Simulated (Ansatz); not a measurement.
Results of r²SCAN+rVV10 (plane waves, PAW; Ansatz, an electronic-structure program) for ZnS (R3m, No. 160, 36 atoms in the cell; start mp-1202182; a measured phase of this formula has another space group).

Numerical settings: plane-wave cutoff 560 eV, 8×8×8 k mesh, Fermi–Dirac smearing 0.01 eV, scalar-relativistic PAW data made under PBE.

Cell (relaxed at this level):

```xyz
36
Lattice="1.8973 1.0954 55.8426 -1.8973 1.0954 55.8426 0.0000 -2.1909 55.8426" Properties=species:S:1:pos:R:3 pbc="T T T"
Zn     0.0000     0.0000     0.0067
Zn     0.0000     0.0000     9.3067
Zn     0.0000     0.0000    18.6121
Zn     0.0000     0.0000    27.9223
Zn     0.0000     0.0000    37.2280
Zn     0.0000     0.0000    46.5333
Zn     0.0000     0.0000    58.9486
Zn     0.0000     0.0000    68.2495
Zn     0.0000     0.0000    80.6598
Zn     0.0000     0.0000    86.8709
Zn     0.0000     0.0000    96.1708
Zn     0.0000     0.0000   108.5858
Zn     0.0000     0.0000   117.8915
Zn     0.0000     0.0000   127.1921
Zn     0.0000     0.0000   133.4032
Zn     0.0000     0.0000   145.8128
Zn     0.0000     0.0000   155.1133
Zn     0.0000     0.0000   161.3241
S      0.0000     0.0000     2.3306
S      0.0000     0.0000    11.6312
S      0.0000     0.0000    20.9408
S      0.0000     0.0000    30.2511
S      0.0000     0.0000    39.5525
S      0.0000     0.0000    48.8619
S      0.0000     0.0000    61.2734
S      0.0000     0.0000    70.5740
S      0.0000     0.0000    82.9841
S      0.0000     0.0000    89.1948
S      0.0000     0.0000    98.4953
S      0.0000     0.0000   110.9145
S      0.0000     0.0000   120.2161
S      0.0000     0.0000   129.5163
S      0.0000     0.0000   135.7270
S      0.0000     0.0000   148.1375
S      0.0000     0.0000   157.4375
S      0.0000     0.0000   163.6476
```

Question: What does this level give for the band gap?

Answer: 
band gap: 2.72 eV (on the SCF k mesh)

Note: the relaxation could not lower the start's symmetry, so the cell can be a saddle point above a distorted one.

Computed values are for the static lattice.

It cost roughly 2.4 core-hours of CPU time.

A start named mp-… is a Materials Project structure, which need not be a measured phase.
